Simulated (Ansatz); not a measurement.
The cell is built on a prototype and need not be the phase stable at ambient conditions.

By r2SCAN, the system below comes out a metal.

Data:

```
AsB
1.0
    3.22201     0.00000     0.00000
    0.00000     4.55661     0.00000
    1.61100     2.27830     1.61100
As B
1 1
Direct
  0.00000   0.00000   0.00000
  0.00000   0.50000   0.00000
```

Space group of this cell: Fm-3m, rock salt. The cell was relaxed by PBE-D3(BJ); by r2SCAN its mean pressure is 4.1 GPa.

The current flows along the normal of the first two printed cell vectors. No spin-orbit coupling; the value is a mean over 0.1 eV about the Fermi level.

Q: State the ballistic conductance per area according to r2SCAN in Ansatz (a quantum-chemistry and plane-wave program).

A: 1.6 × 10¹⁵ S/m² for both spins.
